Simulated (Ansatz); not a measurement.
Take LaN in the zinc blende structure (space group F-43m, No. 216; a = 5.5465 Å; a hypothetical phase, not in the database extracts checked) as the base.

Now apply this change: an isotropic linear strain of +4.73 %, atoms relaxed at fixed cell.

Levels (all Ansatz, a quantum-chemistry and plane-wave program, PAW): PBEsol (420 eV, spin-orbit coupling left out); r2SCAN (500 eV, spin-orbit coupling left out); HSE06 (420 eV, scalar-relativistic without spin-orbit coupling).

One geometry, relaxed with PBEsol, under each level:

```json
[
 {"level": "PBEsol", "band gap": "0.99 eV", "lowest conduction level above the VBM at special points": "Γ 0.99 eV; K 1.95 eV; U 1.95 eV; X 2.03 eV", "electron mass": "0.37 mₑ (at Γ)", "pressure": "-9.89 GPa"},
 {"level": "r2SCAN", "band gap": "1.42 eV", "lowest conduction level above the VBM at special points": "Γ 1.42 eV; K 2.27 eV; U 2.27 eV; X 2.34 eV", "electron mass": "0.39 mₑ (at Γ)", "pressure": "-7.94 GPa"},
 {"level": "HSE06", "band gap": "2.04 eV", "lowest conduction level above the VBM at special points": "Γ 2.04 eV; K 2.88 eV; U 2.88 eV", "electron mass": "–", "pressure": "–"}
]
```

Single points use the geometry relaxed with PBEsol. Their cutoffs differ, which shifts pressures a little. HSE06 gaps are upper bounds (no full band path). Effective masses come from finite differences of ±0.01 Å⁻¹. Stability against distortions was not tested.
